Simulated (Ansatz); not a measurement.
# Pressure series in hypothetical P6_422 BeS

The parent structure is BeS (space group P6_422, No. 181; a hypothetical phase, not in the database extracts checked).

```yaml
crystal:
  lattice:
    - [3.45194, 0.00000, 0.00000]
    - [-1.72597, 2.98947, 0.00000]
    - [0.00000, 0.00000, 7.81166]
  atoms:
    - { symbol: Be, position: [0.00000, 0.50000, 0.33333] }
    - { symbol: Be, position: [0.50000, 0.50000, 0.66667] }
    - { symbol: Be, position: [0.50000, 0.00000, 0.00000] }
    - { symbol: S, position: [0.00000, 0.50000, 0.83333] }
    - { symbol: S, position: [0.50000, 0.50000, 0.16667] }
    - { symbol: S, position: [0.50000, 0.00000, 0.50000] }
```

Cell and atoms are relaxed at each pressure.

Calculations: Ansatz (a quantum-chemistry and plane-wave program) PBE, no spin-orbit coupling.

Notes on the quantities. band gap: an upper bound: an edge found on the path is not a true extremum; the base alone; enthalpy: H = E + PV relative to the base's energy.

```json
[
 {"change": "base", "lattice parameter a": "345.2 pm", "band gap": "2.67 eV", "enthalpy": "–"},
 {"change": "pressure 3 GPa", "lattice parameter a": "341.8 pm", "band gap": "2.62 eV", "enthalpy": "+0.25 eV/atom"},
 {"change": "pressure 5 GPa", "lattice parameter a": "339.8 pm", "band gap": "2.58 eV", "enthalpy": "+0.41 eV/atom"},
 {"change": "pressure 7.5 GPa", "lattice parameter a": "337.4 pm", "band gap": "2.53 eV", "enthalpy": "+0.61 eV/atom"},
 {"change": "pressure 10 GPa", "lattice parameter a": "335.3 pm", "band gap": "2.49 eV", "enthalpy": "+0.80 eV/atom"}
]
```

Load acts through the strain it causes; cell and atoms are relaxed under it. Whether these cells are dynamically stable was not tested. No other phases were tried under pressure. The base started in P3_121 and relaxed to P6_422 at this level.
